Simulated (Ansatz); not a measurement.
Output of an Ansatz run (abridged):

```
WARN ansatz: RAYON_NUM_THREADS=1 ignored (pool sized by the plan → 1); use --threads N
basis.fft_grid_basis auto: the FFT boxes are laid along the combinations [[1, 0, 1], [0, 1, 1], [0, 0, 1]] of the cell's own vectors, 4.036, 4.036 and 7.371 Å …
Pseudopotentials: kind: paw
Pseudopotential: Mg, paw, valence charge 10
Pseudopotential: K, paw, valence charge 9
Pseudopotential: H, paw, valence charge 1
Crystal: 7 atoms, lattice volume = 110.708 Å³
Basis set: ecut = 420.4159175005146 eV, 2203 PW (Γ), FFT grids on a1+a3, a2+a3, a3
Bands: 23, of which v1, the nominal top of the filled ones, is band 16 counted from 1 (15 counted from 0)
Symmetry: 16 space group operations
Space group: I4/mmm (ITA 139), of the structure as read, at distance tolerance 4.8e-5 Å
k-points: 163 of 1728
PAW frozen core: Mg, regenerated for the run's functional, and the local potential with it
PAW frozen core: K, regenerated for the run's functional, and the local potential with it
Initial density: superposition of atomic densities (neutral atoms: chi_scale 0, normalization atom), corrected by the library's trained network
Initial wavefunctions: pseudopotential atomic-orbital guess
Eigensolver: davidson
Functional: x = slater, c = lda
SCF iter   1: F=—  HF=-4958.731863 eV  |F-HF|=—  |Δ(HF+E_count)|=         —  Δρ=1.07e-2  dr2=1.03e-1  ethr=1.77e-3  ⟨swp⟩=7.2  Hψ=20122  notcnv=0
all-band conjugate gradients solve this SCF's bands
preconditioner: auto → Resta (q_TF=auto, 2.218 Å⁻¹)
SCF iter   2: F=—  HF=-4958.697048 eV  |F-HF|=—  |Δ(HF+E_count)|=   3.48e-2  S|Δr|=    0.00e0  Δρ=4.40e-3  dr2=1.78e-2  ethr=3.21e-4  ⟨swp⟩=1.4  Hψ=5259  notcnv=0
SCF iter   3: F=—  HF=-4958.690331 eV  |F-HF|=—  |Δ(HF+E_count)|=   6.72e-3  S|Δr|=    0.00e0  Δρ=4.14e-4  dr2=1.32e-4  ethr=5.55e-5  ⟨swp⟩=2.0  Hψ=4886  notcnv=0
SCF iter   4: F=—  HF=-4958.690351 eV  |F-HF|=—  |Δ(HF+E_count)|=   1.97e-5  S|Δr|=    0.00e0  Δρ=7.30e-5  dr2=6.32e-6  ethr=4.11e-7  ⟨swp⟩=2.7  Hψ=5639  notcnv=0
SCF iter   5: F=—  HF=-4958.690352 eV  |F-HF|=—  |Δ(HF+E_count)|=   7.25e-7  S|Δr|=    0.00e0  Δρ=2.89e-5  dr2=1.01e-6  ethr=1.98e-8  ⟨swp⟩=2.0  Hψ=5120  notcnv=0
SCF iter   6: F=-4958.690352 eV  HF=-4958.690352 eV  |F-HF|=1.80e-8  |Δ(HF+E_count)|=   1.42e-7  S|Δr|=    0.00e0  Δρ=4.48e-6  dr2=2.24e-8  ethr=3.13e-10  ⟨swp⟩=8.0  Hψ=19256  notcnv=0
SCF 1 converged in 6 iterations: F = -4958.690352 eV  dr2 = 2.24e-8
SCF converged after 6 iterations
Stability not checked (fill_not_monotonic)
Free energy (F): -4958.690352 eV
Harris-Foulkes:  -4958.690352 eV  (|F-HF|=1.80e-8)
Internal energy: -4958.690352 eV  (E = F + TS)
E sigma→0 (E₀):  -4958.690352 eV
Fermi energy:    3.881348 eV
Step filling:    the computed levels leave a gap of 2.9989 eV = 30.2 smearing widths
--- Per-component energies (eV) ---
  E_band       = -596.501463
  E_kinetic    = 634.860236
  E_local      = -3000.965775  (includes V_loc(G=0)·N_el)
  E_nonlocal   = 131.825904
  E_hartree    = 1069.539893
  E_xc         = -329.445639
  E_vxc        = -409.791404  (∫ρ·V_xc dr)
  E_paw        = -1758.076109  (= ΣΔE_a)
  E_vpaw       = -91.507207  (= ΣTr[D̂ρ^β])
  E_aug_tail   = -0.004197  (compensation charges beyond the density's cutoff)
  E_ewald      = -1707.090144
  E_core_change = 0.665479  (= ΣΔE_core)
  E_smearing   = 0.000000  (= −TS)
  E_closure    = 0.000000  (closes the sum)
  Σ components = -4958.690352   (vs F -4958.690352, Δ=0.00e0)
--- Forces (eV/Å), atoms counted from 1 ---
  atom   1  Mg     0.00000000     0.00000000     0.00000000
  atom   2  K      0.00000000     0.00000000     0.30221435
  atom   3  K     -0.00000000     0.00000000    -0.30221435
  atom   4  H      0.00000000     0.00000000     0.06672406
  atom   5  H     -0.00000000    -0.00000000    -0.06672406
  atom   6  H      0.00000000     0.00000000     0.00000000
  atom   7  H      0.00000000     0.00000000     0.00000000
  max |Σ_I F_I| component: 5.55e-17 eV/Å
--- Stress (GPa, compression-positive) ---
       -2.457579       0.000000       0.000000
        0.000000      -2.457579       0.000000
        0.000000       0.000000      -2.333537
  P = ⅓ Tr σ = -2.4162 GPa (-24.162 kbar)
  The stress holds the Pulay correction. Without it, at fixed plane waves, as pw.x and ABINIT print it: P = -2.4777 GPa
--- Band table (eV; the first three rows and the last of 163) ---
  k-point 0: bands = ["-70.8576", "-38.2898", "-38.2898", "-38.2727", "-26.5928", "-26.5594", "-10.4722", "-10.2456", "-10.2456", "-10.1896", "-10.1850", "-10.1850", "-2.4461", "0.5578", "1.5062", "2.3824", "7.2180", "7.4415", "7.8240", "7.8240", [...]
  k-point 1: bands = ["-70.8576", "-38.2899", "-38.2899", "-38.2727", "-26.5904", "-26.5588", "-10.4638", "-10.2668", "-10.2576", "-10.2054", "-10.1947", "-10.1785", "-2.3246", "0.6430", "1.5630", "2.1906", "6.5719", "7.3789", "8.2088", "8.4751", [...]
  k-point 2: bands = ["-70.8575", "-38.2902", "-38.2902", "-38.2726", "-26.5836", "-26.5572", "-10.4427", "-10.3009", "-10.2904", "-10.2553", "-10.2212", "-10.1698", "-1.9789", "0.8477", "1.6815", "1.7530", "5.8228", "7.2449", "7.7632", "9.1979", [...]
  k-point 162: bands = ["-70.8576", "-38.2898", "-38.2898", "-38.2727", "-26.5870", "-26.5653", "-10.3589", "-10.3124", "-10.2552", "-10.2552", "-10.1752", "-10.1752", "-2.2019", "-0.1328", "1.8915", "2.3627", "7.1613", "7.8403", "7.8403", "8.2800", [...]
```

The structure:

```xyz
7
Lattice="-2.0181 2.0181 6.7961 2.0181 -2.0181 6.7961 2.0181 2.0181 -6.7961" Properties=species:S:1:pos:R:3 pbc="T T T"
Mg     0.0000     0.0000     0.0000
K      0.0000     0.0000     4.7749
K      0.0000     0.0000     8.8172
H      0.0000     0.0000     2.0008
H      0.0000     0.0000    11.5913
H      0.0000     2.0181     0.0000
H      2.0181     0.0000     0.0000
```

**Question.** Reconstruct the input of this run.

**Answer.** Other spellings and defaults could give the same log, and not every line can be read from it. The input that was run (DFT, LDA (PW92), plane waves, default PAW files made with PBE):

Ansatz 0.2 input:
```yaml
# K2MgH4
crystal:
  lattice:
    - [-2.01805000, 2.01805000, 6.79605000]
    - [2.01805000, -2.01805000, 6.79605000]
    - [2.01805000, 2.01805000, -6.79605000]
  atoms:
    - { symbol: Mg, position_ang: [0.00000000, 0.00000000, 0.00000000] }
    - { symbol: K, position_ang: [0.00000000, -0.00000000, 4.77490473] }
    - { symbol: K, position_ang: [0.00000000, -0.00000000, 8.81719527] }
    - { symbol: H, position_ang: [-0.00000000, 0.00000000, 2.00075712] }
    - { symbol: H, position_ang: [-0.00000000, 0.00000000, 11.59134288] }
    - { symbol: H, position_ang: [0.00000000, 2.01805000, 0.00000000] }
    - { symbol: H, position_ang: [2.01805000, 0.00000000, 0.00000000] }
basis:
  ecutwfc: 30.9 Ry
kpoints:
  mp_grid: { grid: [12, 12, 12] }
hamiltonian:
  xc: lda
  pseudopotentials: { kind: paw }
scf:
  occupations: { method: methfessel_paxton, width: 0.0073 Ry }
output:
  forces: true
  eigenvalues: true
  stress: true
```

The starting cell comes from a database of published, mostly measured structures (it also holds non-ambient and calculated ones), without a prior relaxation at this level. Ansatz's pressure includes its estimate of the finite-basis (Pulay) stress.

Ansatz is an electronic-structure program.
